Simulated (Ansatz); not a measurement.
fcc Cu (1 1 0) on diamond (1 1 0) (film strained to the substrate, started from cuts of the bulks and a machine-learned relaxation; slabs C24 and Cu8, which can lie off the formulas)

A periodic stack without vacuum, fcc Cu (1 1 0) on diamond (1 1 0) (film strained to the substrate, started from cuts of the bulks and a machine-learned relaxation; slabs C24 and Cu8, which can lie off the formulas): substrate slab C24, film Cu8, surface cells [[0, -1], [1, -1]] and [[0, -1], [1, -1]], film strained by -1.6 and -1.6 %, outermost planes C/C and Cu/Cu as cut, which need not be the usual terminations and can put a slab off its formula.

The start was prepared with a machine-learned potential, and the result is one local minimum, with the in-plane cell held and forces under 0.04 eV/Å; the film can end far from its bulk form.

These are PBE (plane waves to 420 eV, PAW; Ansatz, an electronic-structure program) values and carry that method's errors. Scalar-relativistic, without spin–orbit coupling; the runs are not spin-polarised; PBE gaps are too small against experiment. Its k-point mesh 15×9×1, Fermi–Dirac width 0.05 eV.

The interface area is 9.0 Å² and the period comes out as 26.29 Å. The heights between the nearest atoms of the two slabs at the two interfaces is 1.78 and 1.48 Å. The C–Cu contacts across the interfaces within 1.22 times the sum of covalent radii comes out as 6, mean 2.21 Å and the hole barrier (PBE, at the middle of a substrate layer that carries a field) is 0.79 eV. The electron barrier (PBE, at the middle of a substrate layer that carries a field) comes out as 3.34 eV and the slope of the mean potential energy in the substrate is -1.9 MV/cm × e.

```yaml
crystal:
  lattice:
    - [2.52532, 0.00039, 0.02750]
    - [2.52577, 3.57075, -0.06457]
    - [-0.33962, -1.88305, 26.34265]
  atoms:
    - { symbol: C, position: [0.37736, 0.41049, 0.07749] }
    - { symbol: C, position: [0.63327, 0.65459, 0.07738] }
    - { symbol: C, position: [0.40227, 0.88454, 0.03095] }
    - { symbol: C, position: [0.67334, 0.11357, 0.03030] }
    - { symbol: C, position: [0.31275, 0.47709, 0.17378] }
    - { symbol: C, position: [0.56318, 0.72663, 0.17377] }
    - { symbol: C, position: [0.34600, 0.94287, 0.12572] }
    - { symbol: C, position: [0.59708, 0.19173, 0.12568] }
    - { symbol: C, position: [0.24582, 0.54598, 0.26988] }
    - { symbol: C, position: [0.49589, 0.79591, 0.26987] }
    - { symbol: C, position: [0.27935, 0.01147, 0.22183] }
    - { symbol: C, position: [0.52948, 0.26133, 0.22182] }
    - { symbol: C, position: [0.17867, 0.61512, 0.36598] }
    - { symbol: C, position: [0.42888, 0.86491, 0.36596] }
    - { symbol: C, position: [0.21227, 0.08053, 0.31793] }
    - { symbol: C, position: [0.46234, 0.33045, 0.31792] }
    - { symbol: C, position: [0.11111, 0.68463, 0.46213] }
    - { symbol: C, position: [0.36265, 0.93308, 0.46194] }
    - { symbol: C, position: [0.14485, 0.14992, 0.41404] }
    - { symbol: C, position: [0.39544, 0.39934, 0.41404] }
    - { symbol: C, position: [0.03013, 0.76743, 0.55501] }
    - { symbol: C, position: [0.31950, 0.97794, 0.55316] }
    - { symbol: C, position: [0.07069, 0.22601, 0.51071] }
    - { symbol: C, position: [0.33403, 0.46267, 0.51049] }
    - { symbol: Cu, position: [0.50877, 0.28522, 0.67411] }
    - { symbol: Cu, position: [0.55707, 0.73724, 0.62291] }
    - { symbol: Cu, position: [0.43691, 0.35616, 0.77357] }
    - { symbol: Cu, position: [0.47409, 0.81956, 0.72235] }
    - { symbol: Cu, position: [0.36414, 0.42806, 0.87335] }
    - { symbol: Cu, position: [0.40117, 0.89170, 0.82211] }
    - { symbol: Cu, position: [0.30059, 0.49074, 0.97412] }
    - { symbol: Cu, position: [0.33163, 0.96028, 0.92132] }
```
